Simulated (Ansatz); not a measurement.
Input:

End structure of the (010) surface of polar orthorhombic HfO2 (a metastable polymorph) in its 1x1 cell (cut with top plane 2 O, bottom plane 2 O), outermost plane spacing 1.01 Å in the ideal cut:

```
CELL_PARAMETERS angstrom
      5.10122     0.00000     0.00000
      0.00000     5.29387     0.00000
      0.00000     0.00000    31.00000
ATOMIC_POSITIONS crystal
  O  0.07979 0.33125 0.26779
  O  0.57979 0.16875 0.26779
  Hf 0.26817 0.06630 0.30102
  Hf 0.76817 0.43370 0.30102
  O  0.01640 0.75041 0.32745
  O  0.51640 0.74959 0.32745
  O  0.99367 0.25241 0.34756
  O  0.49367 0.24759 0.34756
  Hf 0.25737 0.54571 0.37446
  Hf 0.75737 0.95429 0.37446
  O  0.12336 0.87005 0.40642
  O  0.62336 0.62995 0.40642
  O  0.13212 0.37190 0.43064
  O  0.63212 0.12810 0.43064
  Hf 0.26633 0.03735 0.46206
  Hf 0.76633 0.46265 0.46206
  O  0.01480 0.73382 0.49334
  O  0.51480 0.76618 0.49334
  O  0.01480 0.23382 0.50666
  O  0.51480 0.26618 0.50666
  Hf 0.26633 0.53735 0.53794
  Hf 0.76633 0.96265 0.53794
  O  0.13212 0.87190 0.56936
  O  0.63212 0.62810 0.56936
  O  0.12336 0.37005 0.59358
  O  0.62336 0.12995 0.59358
  Hf 0.25737 0.04571 0.62554
  Hf 0.75737 0.45429 0.62554
  O  0.99367 0.75241 0.65244
  O  0.49367 0.74759 0.65244
  O  0.01640 0.25041 0.67255
  O  0.51640 0.24959 0.67255
  Hf 0.26817 0.56630 0.69898
  Hf 0.76817 0.93370 0.69898
  O  0.07979 0.83125 0.73221
  O  0.57979 0.66875 0.73221
```

Set-up: 36 atoms, Hf12O24, 14.5 Å thick at the start; mesh 5x5x1; 0.025 eV smearing; dipole correction on; single point; on the structure that PBE left under its start's symmetry; no spin, no spin-orbit, no U.

What surface energy (mean of both faces) does r2SCAN, at the PBE geometry (Ansatz, a program for electronic structure) give?

129 meV/Å²

What is the computed ionisation potential (bulk valence edge below the top vacuum level) (r2SCAN, at the PBE geometry)?

7.90 eV

Predict the electron affinity (the ionisation potential less the bulk band gap) from r2SCAN, at the PBE geometry.

3.03 eV
